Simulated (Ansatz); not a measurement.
**GaAs with two functionals, pressure 9 GPa**

Start from GaAs in the zinc blende structure (space group F-43m, No. 216; a = 5.7461 Å).

(Cell as relaxed with PBE.)

Levels (all Ansatz, a quantum-chemistry and plane-wave program, PAW, earlier PAW set): PBE (420 eV, without spin-orbit coupling); r2SCAN (500 eV, spin-orbit coupling left out).

Each level relaxes its own structure.

```tsv
base	PBE	r2SCAN
volume per atom	23.71 Å³	22.73 Å³
lattice parameter a	5.746 Å	5.666 Å
band gap	0.16 eV	0.97 eV
```

One thing is altered: cell and atoms relaxed at a pressure of 9 GPa.

```tsv
quantity	PBE	r2SCAN
band gap	1.02 eV	…
gap character	direct at Γ	…
volume per atom	21.17 Å³	…
```

### Question
Predict the r2SCAN column.

### Answer

- band gap, r2SCAN: 1.56 eV
- gap character, r2SCAN: indirect, Γ → Γ–X (87 % along)
- volume per atom, r2SCAN: 20.59 Å³

PBE's band gap lies 0.54 eV below r2SCAN's; they disagree on the gap character; PBE's volume per atom lies 0.58 Å³ above r2SCAN's (2.8 %). Neither level is exact; r2SCAN is the comparison here, not a measurement.

Load acts through the strain it causes; cell and atoms are relaxed under it. Stability against distortions was not tested. Tetrahedral semiconductors of this kind turn to denser phases somewhere between about 1 and 50 GPa; those were not computed, so compressed cells here can lie past the real transition. The zero or small gap of GaAs can change with the level of theory.
